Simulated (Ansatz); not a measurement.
The parent structure is ZnSe in the zinc blende structure (space group F-43m, No. 216).

```
ZnSe
1.0
    0.00000     2.86650     2.86650
    2.86650     0.00000     2.86650
    2.86650     2.86650     0.00000
Zn Se
1 1
Direct
  0.00000   0.00000   0.00000
  0.25000   0.25000   0.25000
```

The values are results of PBE/PAW in Ansatz (a program for electronic structure), without spin-orbit coupling, not measurements.

Base values:

```
Quantity                Result
-------------  ---------------
Electron mass  0.090 mₑ (at Γ)
```

It is then changed as follows: an isotropic linear strain of +2.00 %; the atoms relax in the strained cell.

Q: How does this affect the energy relative to the base, electron mass and mean gap deformation potential ΔEg/Δln V?

A: The energy rises by 14 meV/atom; the electron mass changes from 0.090 mₑ (at Γ) to 0.077 mₑ (at Γ); the mean gap deformation potential ΔEg/Δln V comes out as -3.8 eV.

Effective masses come from finite differences of ±0.01 Å⁻¹. Stability against distortions was not tested.
